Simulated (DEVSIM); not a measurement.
System: Schottky contact on p-type CdTe, at 300 K.

Layer 1 from the left is CdTe, thickness (μm) 0.540, Na (cm⁻³) 1.5e15, τn (s) 4.5e-10, τp (s) 4.5e-10. Layer 2 from the left is CdTe, thickness (μm) 8.10, Na (cm⁻³) 1.7e18, τn (s) 4.5e-10, τp (s) 4.5e-10.

Left contact: Schottky, work function 5.1 eV, emission velocity 4.7e6 cm/s. Right contact: ohmic. Voltage is applied to the left contact. Recombination: SRH at mid-gap, radiative, Auger. Mobility is μmin + (μ − μmin)/(1 + (N/Nref)^α).

The device is made up for the run: typed textbook-type constants, with dimensions and the other settings drawn at random. Values at 300 K.

CdTe: gap (eV) 1.5, affinity (eV) 4.28, permittivity 10.2, Nc (cm⁻³) 8e17, Nv (cm⁻³) 1.8e19, μn (cm²/Vs) 1000, μp (cm²/Vs) 80, μn,min 100, μp,min 10, Nref,n 1e17, Nref,p 1e17, αn 0.6, αp 0.6, B (cm³/s) 1e-10, Cn (cm⁶/s) 1e-30, Cp (cm⁶/s) 1e-30.

Simulated with DEVSIM: 1D drift-diffusion, Boltzmann statistics, complete ionisation; no tunnelling, impact ionisation, image-force lowering or self-heating. Metal contacts follow the ideal Schottky-Mott rule: no Fermi-level pinning, no interface dipoles.

Dark forward current:

| |V| (V) | |J| (A/cm²) |
|---|---|
| 0.05 | 5.600e-5 |
| 0.10 | 0.0004116 |
| 0.15 | 0.002653 |
| 0.20 | 0.01647 |
| 0.25 | 0.09808 |
| 0.30 | 0.5392 |
| 0.35 | 2.492 |
| 0.40 | 8.475 |
| 0.45 | 20.39 |
| 0.50 | 37.79 |
| 0.55 | 59.42 |
| 0.60 | 84.37 |
| 0.65 | 112.1 |
| 0.70 | 142.2 |
| 0.75 | 174.6 |
| 0.80 | 209.2 |
| 0.85 | 245.8 |
| 0.90 | 284.4 |
| 0.95 | 324.9 |
| 1.00 | 367.3 |
| 1.05 | 411.5 |
| 1.10 | 457.5 |
| 1.15 | 505.2 |
| 1.20 | 554.6 |
| 1.25 | 605.7 |
| 1.30 | 658.5 |

Q: Work out the local ideality factor n = ΔV / (kT/q · ln(J2/J1)) between the rows 0.15 and 0.20 V, 1.25 and 1.30 V.

A: kT/q = 25.85 mV. From 0.15 to 0.20 V: ln(0.01647/0.002653) = 1.826, n = 1.06, near the 1 of diffusion or emission over a barrier. From 1.25 to 1.30 V: ln(658.5/605.7) = 0.084, n = 23.14.

Q: Estimate the current at 0.15 V for emission alone, J0 = q v N_band exp(−φB/kT), and read the barrier back from the simulated current.

A: φB = 0.680 eV, N_band = 1.80e19 cm⁻³, J0 = 5.10e-5 A/cm²; J = J0 (exp(qV/kT) − 1) = 0.0168 A/cm². The simulation gives 0.00265 A/cm²; the estimate lies 530 % above. Read backwards, the simulated current gives an apparent barrier of 0.728 eV. The estimate leaves out transport through the depletion region and minority injection.
